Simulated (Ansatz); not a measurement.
Consider a periodic stack without vacuum, rock-salt TiN (1 1 1) on zinc-blende BAs (1 1 1) (film strained to the substrate, started from cuts of the bulks and a machine-learned relaxation): substrate slab As15B15, film N16Ti16, surface cells [[1, 1], [-2, 1]] and [[0, -2], [2, 0]], film strained by -1.9 and -1.9 %, outermost planes As/B and N/Ti as cut, which need not be the usual terminations and can put a slab off its formula. Its start:

```
CELL_PARAMETERS angstrom
      5.89040     0.00000    -0.02258
     -2.94520     5.10123     0.00224
      1.37215     0.80457    24.85858
ATOMIC_POSITIONS crystal
  As 0.56401 0.69340 0.03791
  As 0.16820 0.90737 0.04208
  As 0.90955 0.39030 0.04014
  As 0.84208 0.63924 0.15279
  As 0.51402 0.97526 0.15095
  As 0.18066 0.30725 0.14998
  As 0.14713 0.62302 0.26422
  As 0.81428 0.95718 0.26435
  As 0.47893 0.28875 0.26436
  As 0.45107 0.60745 0.37787
  As 0.11543 0.93761 0.37779
  As 0.78051 0.27287 0.37763
  As 0.75145 0.58949 0.49183
  As 0.41982 0.92356 0.49187
  As 0.08376 0.25476 0.48870
  B  0.52216 0.64599 0.12062
  B  0.18576 0.97493 0.12348
  B  0.85456 0.31359 0.12206
  B  0.82001 0.62638 0.23667
  B  0.48914 0.96056 0.23527
  B  0.15557 0.29480 0.23460
  B  0.12472 0.60901 0.34875
  B  0.79211 0.94584 0.34880
  B  0.45457 0.27632 0.34879
  B  0.43151 0.59666 0.46272
  B  0.09164 0.92193 0.46254
  B  0.75550 0.26074 0.46226
  B  0.72696 0.59423 0.57802
  B  0.44574 0.94284 0.57478
  B  0.05857 0.22591 0.57016
  N  0.23170 0.85333 0.60813
  N  0.73710 0.82329 0.60218
  N  0.22967 0.35259 0.60736
  N  0.73249 0.38472 0.60560
  N  0.54243 0.50922 0.70638
  N  0.04006 0.50118 0.70482
  N  0.53585 0.00411 0.70503
  N  0.03854 0.01476 0.70533
  N  0.84520 0.16007 0.80720
  N  0.34432 0.15766 0.80682
  N  0.84379 0.65827 0.80700
  N  0.34440 0.66000 0.80710
  N  0.15049 0.81418 0.90901
  N  0.64624 0.80565 0.90858
  N  0.14571 0.31040 0.90935
  N  0.65086 0.31063 0.90937
  Ti 0.38921 0.67842 0.65446
  Ti 0.89688 0.68689 0.65872
  Ti 0.38976 0.18637 0.65507
  Ti 0.86979 0.17691 0.65188
  Ti 0.69304 0.33215 0.75586
  Ti 0.19233 0.33411 0.75558
  Ti 0.69309 0.83530 0.75578
  Ti 0.19236 0.83325 0.75584
  Ti 0.99562 0.98364 0.85649
  Ti 0.49747 0.98407 0.85668
  Ti 0.99726 0.48588 0.85712
  Ti 0.49713 0.48602 0.85647
  Ti 0.29555 0.63623 0.95709
  Ti 0.80682 0.63649 0.95690
  Ti 0.30744 0.14744 0.95287
  Ti 0.79564 0.12494 0.95561
```

The start was prepared with a machine-learned potential, and the result is one local minimum, with the in-plane cell held and forces under 0.04 eV/Å; the film can end far from its bulk form.

These are PBE (plane waves to 420 eV, PAW; Ansatz, an electronic-structure program) values and carry that method's errors. No spin–orbit coupling; the runs are not spin-polarised; PBE gaps are too small against experiment. Its k-point mesh 5×5×1, Fermi–Dirac width 0.05 eV.

**Question.** Predict the relaxed interface.

**Answer.** 
- interface area: 30.0 Å²
- period: 24.71 Å
- gaps between the outermost planes at the two interfaces: 0.47 and 1.95 Å
- As–Ti contacts across the interfaces within 1.22 times the sum of covalent radii: 9, mean 2.66 Å
- B–N contacts across the interfaces within 1.22 times the sum of covalent radii: 5, mean 1.43 Å
- B–Ti contacts across the interfaces within 1.22 times the sum of covalent radii: 4, mean 2.57 Å
- estimate of the barrier: withheld, since the two interfaces are unlike
- slope of the mean potential energy in the substrate: -1.8 MV/cm × e
